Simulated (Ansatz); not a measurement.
## Effect of uniaxial strain ε_zz = +0.50 % on Mg2Ge

The reference is Mg2Ge in the anti-fluorite structure (space group Fm-3m, No. 225; a = 6.364 Å). Axes: x, y, z lie along the cube axes.

Perturbation: uniaxial strain ε_zz = +0.50 %, all other strain components held at zero, atoms relaxed at fixed cell.

Calculations: PBEsol (Ansatz, a quantum-chemistry and plane-wave program), no spin-orbit coupling. k-mesh 13×13×13 (Γ-centred); smearing 0.05 eV (Fermi–Dirac).

The volume per atom increases by 0.11 Å³ (21.48 Å³ → 21.59 Å³) and the space group becomes I4/mmm (No. 139) (base: Fm-3m (No. 225)). The shortest interatomic distance grows by 0.0046 Å, from 2.756 Å to 2.760 Å and the energy is nearly the same. The pressure (mean of the normal stresses, compression positive) goes from zero to -0.26 GPa and the band gap hardly moves (0.08 eV against 0.07 eV). The gap character comes out as indirect, Γ → X and the smallest direct gap decreases by 0.035 eV to 1.00 eV. The electron mass changes from 0.55 mₑ along k, 0.18 mₑ across (at X) to 0.54 mₑ along k, 0.18 mₑ across (at X) and the valence-band top at Γ (three highest levels, from the VBM) becomes 0.00, 0.00, -0.02 eV (base: 0.00, 0.00, 0.00 eV). The valley order (the lowest conduction-band minima on the path, energy above the VBM, named in the base's zone) changes from X along ⟨100⟩ 0.08 eV; Γ 1.03 eV; L along ⟨111⟩ 1.03 eV to X along [100] 0.07 eV; X along [001] 0.09 eV; Γ 1.00 eV; L along [1-11] 1.00 eV and the stress (xx, yy, zz, yz, xz, xy; compression positive) amounts to (-0.11, -0.11, -0.56, 0.00, 0.00, 0.00) GPa.

Masses are band curvatures over ±0.01 Å⁻¹ around the edge. Along k means along the line from Γ to the band edge. Stability against distortions was not tested. A zero or small gap of Mg2Ge can be the functional's error rather than a property of the material. Labels are those of the standard path for the cell's own space group.
